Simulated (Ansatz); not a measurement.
Density of states of SnO2 (P4_2/mnm) above the conduction band minimum, PBEsol with spin-orbit coupling, rigid bands (Ansatz, a program for electronic structure); cell volume 73.1 Å³.

(energy from edge (eV), 10⁻³ states/eV/cell): (0.006, 2.98); (0.031, 6.95); (0.056, 9.51); (0.081, 11.8); (0.106, 14.0); (0.131, 16.0); (0.156, 17.6); (0.181, 19.7); (0.206, 21.3); (0.231, 23.2); (0.256, 25.4); (0.281, 27.2); (0.319, 29.6); (0.344, 31.4); (0.369, 33.2); (0.394, 34.9); (0.419, 37.0); (0.444, 39.1); (0.469, 41.1); (0.494, 42.8); (0.519, 44.8); (0.544, 46.9); (0.569, 49.3); (0.594, 51.1)

Task: What effective density of states at 300 K does this give (∫ g(E) exp(−E/k_BT) dE, both spins, divided by the cell's size)?

Result: 2.0e18 cm⁻³, a density-of-states mass of 0.187 mₑ, valleys and band degeneracy included.

Geometry: cell and atoms relaxed with PBEsol.
